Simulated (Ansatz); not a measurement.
The parent structure is SnSe (space group Pnma, No. 62; a = 11.2301 Å, b = 4.1117 Å, c = 4.2372 Å).

All numbers come from DFT with PBEsol-D3(BJ), PAW potentials and a 420 eV plane-wave cutoff in Ansatz (a quantum-chemistry and plane-wave program), without spin-orbit coupling.

One thing is altered: hole doping at 3.0×10^21 cm⁻³ (0.587 per cell), with a uniform compensating background at fixed cell and a 300 K Fermi–Dirac width.

What happens to the largest internal atomic displacement and Fermi level from band edge?

The largest internal atomic displacement is 0.084 Å; the Fermi level relative to the doped band's edge (positive inside the band; to 0.05 eV) comes out as +0.70 eV.

Charged cell with a jellium background: band edges are those of the host's band count, energies are not comparable with the neutral cell, and many-body gap narrowing is missing. No phonon test of stability was made. The D3 term's C6 switches between coordination references near this geometry, which can add small steps to energies.
